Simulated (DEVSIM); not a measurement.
System: Cr/Al2O3/n-Si capacitor, at 300 K.

| layer (left to right) | material | thickness (nm) | Nd (cm⁻³) |
|---|---|---|---|
| 1 | Al2O3 | 19.0 | - |
| 2 | Si | 5200 | 6e14 |

Metal gate on the left, work function 4.5 eV. Fixed charge at the semiconductor interface 5.9e10 cm⁻² (in units of +e); interface traps 6.6e10 cm⁻² eV⁻¹, uniform in energy, neutral level at 0.3 of the gap above the valence band.

Constants are typed, rounded textbook-type inputs, not results; the design itself was drawn at random and stands for no fabricated device. Values at 300 K.

```csv
parameter,Al2O3,Si
gap (eV),6.8,1.124
affinity (eV),1.35,4.05
permittivity,9,11.7
Nc (cm⁻³),-,2.86e19
Nv (cm⁻³),-,3.1e19
```

Simulated with DEVSIM: 1D Poisson equation in equilibrium, Boltzmann statistics, complete ionisation; no quantum confinement or tunnelling. Metal contacts follow the ideal Schottky-Mott rule: no Fermi-level pinning, no interface dipoles.

Task: Tabulate band edges, carrier densities and field at -0.3 V on the gate.

Result: Energies count from the Fermi level of the right contact; mesh points crowd at the junctions.

| x (μm) | Ec (eV) | Ev (eV) | n (cm⁻³) | p (cm⁻³) | field (V/cm) |
|---|---|---|---|---|---|
| 0.000 | 3.450 | -3.350 | < 1e2 | < 1e2 | -22000 |
| 0.001545 | 3.447 | -3.353 | < 1e2 | < 1e2 | -22000 |
| 0.004887 | 3.439 | -3.361 | < 1e2 | < 1e2 | -22000 |
| 0.01153 | 3.425 | -3.376 | < 1e2 | < 1e2 | -22000 |
| 0.01722 | 3.412 | -3.388 | < 1e2 | < 1e2 | -22000 |
| 0.01889 | 3.408 | -3.392 | < 1e2 | < 1e2 | -22000 |
| 0.02037 | 0.707 | -0.417 | 3.8e7 | 3.0e12 | -8600 |
| 0.02585 | 0.702 | -0.422 | 4.6e7 | 2.5e12 | -8600 |
| 0.03716 | 0.692 | -0.432 | 6.7e7 | 1.7e12 | -8500 |
| 0.06448 | 0.670 | -0.454 | 1.6e8 | 7.2e11 | -8200 |
| 0.1304 | 0.617 | -0.507 | 1.2e9 | 9.6e10 | -7600 |
| 0.3864 | 0.453 | -0.671 | 7.1e11 | 1.6e8 | -5200 |
| 0.9073 | 0.298 | -0.826 | 2.8e14 | 410000 | -1000 |
| 2.164 | 0.278 | -0.846 | 6.0e14 | 190000 | ≈ 0 |
| 4.247 | 0.278 | -0.846 | 6.0e14 | 190000 | ≈ 0 |
| 4.817 | 0.278 | -0.846 | 6.0e14 | 190000 | ≈ 0 |
| 5.053 | 0.278 | -0.846 | 6.0e14 | 190000 | ≈ 0 |
| 5.151 | 0.278 | -0.846 | 6.0e14 | 190000 | ≈ 0 |
| 5.198 | 0.278 | -0.846 | 6.0e14 | 190000 | ≈ 0 |
| 5.211 | 0.278 | -0.846 | 6.0e14 | 190000 | ≈ 0 |
| 5.216 | 0.278 | -0.846 | 6.0e14 | 190000 | ≈ 0 |
| 5.219 | 0.278 | -0.846 | 6.0e14 | 190000 | ≈ 0 |
